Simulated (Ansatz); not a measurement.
An Ansatz (a quantum-chemistry and plane-wave program) input (Ansatz PBE-D3(BJ), without spin-orbit coupling):

Ansatz 0.2 input:
```yaml
crystal:
  lattice:
    - [3.135572443, 0, 0]
    - [-1.5677862215, 2.7154853911, 0]
    - [0, 0, 23.8900915117]
  atoms:
    - { symbol: Re, position: [0.6666666667, 0.3333333333, 0.2479391795] }
    - { symbol: Re, position: [0.6666666667, 0.3333333333, 0.7520608205] }
    - { symbol: W, position: [0.3333333333, 0.6666666667, 0.5] }
    - { symbol: Re, position: [0.3333333333, 0.6666666667, 0] }
    - { symbol: S, position: [0.6666666667, 0.3333333333, 0.4337032284] }
    - { symbol: S, position: [0.6666666667, 0.3333333333, 0.9341389792] }
    - { symbol: S, position: [0.3333333333, 0.6666666667, 0.1810758359] }
    - { symbol: S, position: [0.3333333333, 0.6666666667, 0.6872353928] }
    - { symbol: S, position: [0.3333333333, 0.6666666667, 0.3127646072] }
    - { symbol: S, position: [0.3333333333, 0.6666666667, 0.8189241641] }
    - { symbol: S, position: [0.6666666667, 0.3333333333, 0.5662967716] }
    - { symbol: S, position: [0.6666666667, 0.3333333333, 0.0658610208] }
basis: { ecutwfc: 420, ecutrho_ratio: 4, xc_grid: 2, fft_grid_basis: typed }
kpoints: { mp_grid: { grid: [17, 17, 2] } }
hamiltonian:
  xc: pbe
  dispersion: d3bj
  pseudopotentials: { kind: paw }
scf: { occupations: { method: fermi_dirac, width: 0.05 }, convergence: { dr2_threshold: 0.0000000012 } }
output: { forces: true, stress: true }
checkpoint: { write: state.ck, write_every: 1000 }
```

Question: Which symmetry and how many k-points will the program report, and about how many plane waves at Γ?

Answer: Space group P-6m2 (ITA 187) with 12 operations, k-points 66 of 578, and 3931 plane waves at Γ.

These are small ordered cells, not random alloys; other orderings at the same x differ. Stability against distortions was not tested. The final runs are not spin-polarised. An odd electron count without spin: Re3WS8. The cell was made from WS2 by this change: x(Re) = 0.75, 12 atoms, P-6m2. Re3WS8 has a high density of states at the Fermi level and may be magnetic at this level.
